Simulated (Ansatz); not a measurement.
Base system: HfS₂ in the CdI2 type structure (space group P-3m1, No. 164; a = 3.606 Å, c = 5.768 Å; layered, stacked along the Cartesian z axis).

Now apply this change: a free-standing slab of 2 layers (6 atoms, 3 a layer) is cut normal to the stacking axis, with 15 Å of vacuum and the in-plane cell relaxed.

Levels (all Ansatz, a quantum-chemistry and plane-wave program, PAW): PBE-D3(BJ) (420 eV, scalar-relativistic without spin-orbit coupling); HSE06 (420 eV, no spin-orbit coupling); PBE+SOC (420 eV, noncollinear with spin-orbit coupling).

One geometry, relaxed with PBE-D3(BJ), under each level:

Notes on the quantities. hole mass: in plane.

The valence-band top lists the three highest levels at Γ (Kramers pairs under SOC), from the VBM.

| level | band gap | lowest conduction level above the VBM at special points | valence-band top at Γ | hole mass |
|---|---|---|---|---|
| PBE-D3(BJ) | 1.13 eV | M 1.13 eV; Γ 2.02 eV; K 2.75 eV | 0.00, 0.00, -0.09 eV | – |
| HSE06 | (withheld) | (withheld) | – | – |
| PBE+SOC | 1.06 eV | M 1.06 eV; Γ 1.93 eV; K 2.67 eV | 0.00, -0.09, -0.13 eV | 0.24 mₑ (at Γ) |

Q: Give the withheld HSE06 results.

A: 
- HSE06, band gap: 1.95 eV
- HSE06, lowest conduction level above the VBM at special points: M 1.95 eV; Γ 2.96 eV; K 3.75 eV

Single points use the geometry relaxed with PBE-D3(BJ). HSE06 gaps are upper bounds (no full band path). The spin-orbit shifts are approximate. Spin-orbit coupling, missing from the scalar runs, can matter with Hf. Masses are band curvatures over ±0.01 Å⁻¹ around the edge. No phonon test of stability was made.
